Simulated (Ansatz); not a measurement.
## BN: pressure 4.5 GPa

Consider BN in the zinc blende structure (space group F-43m, No. 216; a = 3.6097 Å).

Perturbation: a hydrostatic pressure of 4.5 GPa.

All numbers come from Ansatz (a program for electronic structure), r2SCAN, PAW, cutoff 500 eV, no SOC. k-mesh 16×16×16 (Γ-centred); smearing 0.05 eV (Fermi–Dirac).

```csv
quantity,base,changed,shift
lattice parameter a,3.610 Å,3.596 Å,-0.014 Å
shortest interatomic distance,1.563 Å,1.557 Å,-0.006 Å
enthalpy H = E + PV relative to the base's energy,–,+0.16 eV/atom,–
band gap,5.00 eV,5.02 eV,+0.015 eV
gap character,"indirect, Γ → X","indirect, Γ → X",–
smallest direct gap,9.59 eV,9.64 eV,+0.056 eV
width of the top valence band,6.70 eV,6.78 eV,+0.08 eV
electron mass,"0.87 mₑ along k, 0.29 mₑ across (at X)","0.87 mₑ along k, 0.29 mₑ across (at X)",–
"hole mass (degenerate bands, along [100])","0.48, 0.51, 0.51 mₑ (at Γ)","0.48, 0.50, 0.50 mₑ (at Γ)",–
```

Final structure:

```
BN
1.0
    0.00000     1.79811     1.79811
    1.79811     0.00000     1.79811
    1.79811     1.79811     0.00000
B N
1 1
Direct
  0.00000   0.00000   0.00000
  0.25000   0.25000   0.25000
```

Load acts through the strain it causes; cell and atoms are relaxed under it. Effective masses come from finite differences of ±0.01 Å⁻¹. Along k means along the line from Γ to the band edge. No phonon test of stability was made.
